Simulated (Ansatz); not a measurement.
Results of r²SCAN+SOC (Ansatz, an electronic-structure program, PAW) for SrO (P6₃/mmc, No. 194, 4 atoms in the cell; start mp-754824; a measured phase of this formula has another space group).

Settings: plane-wave cutoff 560 eV, 12×12×8 k mesh (along the axes of the cell as run), Fermi–Dirac smearing 0.01 eV, PAW data made under PBE.

Cell (relaxed with PBEsol):

```
SrO
1.0
    4.23580     0.00000     0.00000
   -2.11790     3.66831     0.00000
    0.00000     0.00000     5.10897
Sr O
2 2
Direct
  0.33333   0.66667   0.93751
  0.66667   0.33333   0.43751
  0.33333   0.66667   0.43749
  0.66667   0.33333   0.93749
```

### Question
Give the computed band gap.

### Answer

band gap: 3.11 eV (direct)

Note: cell and atoms aren't relaxed at this level (pressure 1.8 GPa).

Computed values are for the static lattice.

A start named mp-… is a Materials Project structure, which need not be a measured phase.
